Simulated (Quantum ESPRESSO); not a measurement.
Quantum ESPRESSO 7.5, DFT, PBE, plane waves, SSSP 1.1.2 efficiency PBE: hcp Ru, atoms displaced (Ru8), 8 atoms. Basis and mesh were picked for this test and aren't claimed converged.

```
Property                                                 Value
----------------------------  --------------------------------
cell                          5.41, 5.41, 4.28 Å; 90, 90, 120°
distance to the nearest atom                    2.44 to 2.54 Å
task                                                       scf
k mesh                                                   3×3×3
ecutwfc                                                  45 Ry
ecutrho                                                 360 Ry
occupations                                           smearing
smearing                                                    mv
degauss                                                0.02 Ry
conv_thr                                              8e-09 Ry
tprnfor                                                   true
tstress                                                  false
k-point pools (-nk)                                          8
diagonalization                                david (default)
k-points computed                                           14
bands                                                       77
electrons                                                  128
G-vectors of the density                                 84547
FFT grid                                              64×64×50
```

Settings of this run: mixing_mode = plain, mixing_beta = 0.7, mixing_ndim = 4; 8 ranks.

```
SCF iteration  band solver's avg # of iterations (first pass)  estimated scf accuracy (Ry)
-------------  ----------------------------------------------  ---------------------------
1                                                         3.4                   0.26429248
2                                                         2.9                   3.85084260
3                                                         2.8                   0.57956506
4                                                         1.9                   0.05030634
5                                                         2.0                   0.04234804
6                                                         1.0                   0.00318296
7                                                         3.9                   0.00796860
8                                                         1.4                   0.00042460
9                                                         2.0                   0.00162072
10                                                        1.4                   0.00001718
11                                                        2.5                   0.00013002
12                                                        2.1                   0.00000487
13                                                        2.2                   0.00004748
14                                                        2.0                   0.00000203
…                                                           …                            …
51                                                        5.6                   0.00009952
52                                                        5.6                   0.00005057
53                                                        5.6                   0.00003289
54                                                        5.7                   0.00011894
55                                                        6.4                   0.00015748
56                                                        6.6                   0.00019418
57                                                        6.4                   0.00009654
58                                                        6.6                   0.00015559
…                                                           …                            …
93                                                       13.3                   2.17540482
94                                                       13.2                   0.92420748
95                                                       13.0                   1.25825265
96                                                       13.1                   1.14847370
97                                                       14.7                   4.65390617
98                                                       14.2                   3.81552423
99                                                       14.9                   2.49615365
100                                                      16.7                   4.64847231
```

It was not converged after the 100 iterations allowed.

Which change of settings makes this cycle converge?

This is not unique; one that fits is mixing_ndim = 16 (15 SCF iterations) or mixing_ndim = 8 (default) (18 SCF iterations), all else kept. The other changes of this size gave: mixing_ndim = 2 (not converged). With more settings changed, the fewest of all runs of this system: mixing_mode = local-TF, mixing_beta = 0.4, mixing_ndim = 8 (default) (10). Counts are of single runs.
